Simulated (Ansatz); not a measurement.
Data:

```
NiSb
1.0
    3.91487     0.00000     0.00000
   -1.95743     3.39037     0.00000
    0.00000     0.00000     5.07410
Ni Sb
2 2
Cartesian
  0.00000   0.00000   0.00000
  0.00000   0.00000   2.53705
  0.00000   2.26025   1.26853
  1.95743   1.13012   3.80558
```

These are PBEsol, DFPT electron-phonon coupling, linearised Boltzmann equation (plane waves, PAW, scalar-relativistic; Ansatz, a first-principles code) values and carry that method's errors. Geometry: relaxed with this functional, without spin-orbit coupling.

**Question.** What phonon-limited resistivity does this give at 300 K?

**Answer.** 8.1 (x), 8.1 (y), 10.6 (z) μΩ·cm.

**Question.** How long is the mean free path there?

**Answer.** 12.2 (x), 12.2 (y), 11.6 (z) nm, weighted by the current that each state carries. Wires not much wider than this gain resistivity from their walls.

A metal at this level (no band gap). Only scattering by harmonic phonons is included (no impurities, grain boundaries, electron-electron scattering or thermal expansion). Spin-orbit coupling is left out. Halving the electron mesh (24x24x16) moves the resistivity by up to 3 % at 300 K, the mean free path by up to 3 %. Smearing 0.20 eV; phonons on a 4x4x3 q mesh, which this run doesn't test.

Formula and space group known from diffraction (Crystallography Open Database), not checked to be the room-temperature form: NiSb (P6_3/mmc). Treated as nonmagnetic (a ferromagnetic start lost its moment, other orders weren't tried): NiSb (P6_3/mmc).
